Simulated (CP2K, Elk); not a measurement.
A CP2K input for a self-consistent single point of Al3Ir (P6_3/mmc, 8 atoms in the cell) (DFT PBEsol, GPW, TZVP-MOLOPT-SR-GTH basis, GTH-PBE potentials (GTH_POTENTIALS)):

```
&GLOBAL
  PROJECT scf
  RUN_TYPE ENERGY_FORCE
  PRINT_LEVEL MEDIUM
&END GLOBAL
&FORCE_EVAL
  METHOD Quickstep
  STRESS_TENSOR ANALYTICAL
  &DFT
    BASIS_SET_FILE_NAME BASIS_MOLOPT_UCL
    POTENTIAL_FILE_NAME GTH_POTENTIALS
    &QS
      METHOD GPW
      EPS_DEFAULT 1E-10
    &END QS
    &MGRID
      CUTOFF 500
      REL_CUTOFF 50
      NGRIDS 5
    &END MGRID
    &SCF
      SCF_GUESS ATOMIC
      EPS_SCF 1E-7
      MAX_SCF 100
      ADDED_MOS 9
      &DIAGONALIZATION
        ALGORITHM STANDARD
      &END DIAGONALIZATION
      &MIXING
        METHOD BROYDEN_MIXING
        ALPHA 0.3
        NBUFFER 12
        BETA 1.5
      &END MIXING
      &SMEAR ON
        METHOD GAUSSIAN
        SIGMA [eV] 0.136
      &END SMEAR
    &END SCF
    &KPOINTS
      SCHEME MONKHORST-PACK 7 7 4
      GAMMA_CENTERED T
    &END KPOINTS
    &XC
      &XC_FUNCTIONAL
        &PBE
          PARAMETRIZATION PBESOL
        &END PBE
      &END XC_FUNCTIONAL
    &END XC
    &PRINT
      &MO
        EIGENVALUES T
        OCCUPATION_NUMBERS T
        NDIGITS 8
        FILENAME mo
        &EACH
          QS_SCF 0
        &END EACH
        ADD_LAST NUMERIC
      &END MO
      &MULLIKEN ON
      &END MULLIKEN
    &END PRINT
  &END DFT
  &SUBSYS
    &CELL
      ABC 4.37346700 4.37346766 7.92810700
      ALPHA_BETA_GAMMA 90.00000000 90.00000000 120.00000256
      PERIODIC XYZ
    &END CELL
    &COORD
      Al       0.00000000     0.00000000     1.98202675
      Al       0.00000000     0.00000000     5.94608025
      Al      -0.00000252     2.52502393     4.59742997
      Al       2.18673552     1.26251007     3.33067703
      Al       2.18673552     1.26251007     0.63337647
      Al      -0.00000252     2.52502393     7.29473053
      Ir      -0.00000252     2.52502393     1.98202675
      Ir       2.18673552     1.26251007     5.94608025
    &END COORD
    &KIND Al
      BASIS_SET TZVP-MOLOPT-SR-GTH-q3
      POTENTIAL GTH-PBE-q3
    &END KIND
    &KIND Ir
      BASIS_SET TZVP-MOLOPT-SR-GTH-q17
      POTENTIAL GTH-PBE-q17
    &END KIND
  &END SUBSYS
  &PRINT
    &FORCES ON
    &END FORCES
    &STRESS_TENSOR ON
    &END STRESS_TENSOR
  &END PRINT
&END FORCE_EVAL
```

Question: Translate this input to Elk.

Answer: One input that does it (others would too):

```
tasks
  0

xctype
  22

rmtscf
  0.9

stype
  0

swidth
  0.00499791

maxscl
  100

scale
  1.889726125

avec
    4.3734672745    0.0000001863    0.0000000000
   -2.1867337986    3.7875336692    0.0000000000
    0.0000000000    0.0000000000    7.9281070000

sppath
  'species/'

atoms
  2
  'Al.in'
  6
  0.0000000000  0.0000000000  0.2500000000    0.0 0.0 0.0
  0.0000000000  0.0000000000  0.7500000000    0.0 0.0 0.0
  0.3333333333  0.6666666667  0.5798900000    0.0 0.0 0.0
  0.6666666667  0.3333333333  0.4201100000    0.0 0.0 0.0
  0.6666666667  0.3333333333  0.0798900000    0.0 0.0 0.0
  0.3333333333  0.6666666667  0.9201100000    0.0 0.0 0.0
  'Ir.in'
  2
  0.3333333333  0.6666666667  0.2500000000    0.0 0.0 0.0
  0.6666666667  0.3333333333  0.7500000000    0.0 0.0 0.0

ngridk
  7 7 4
```

Basis settings and potentials, where a program has them, do not carry over. This input uses DFT, PBEsol, all-electron FP-LAPW, Elk's shipped species files, default APW+lo basis.

The starting cell comes from a database of computed structures (which also holds hypothetical and non-ambient phases and stackings), without a prior relaxation at this level. Its lattice was rescaled by a random factor within 2.5 % of one.
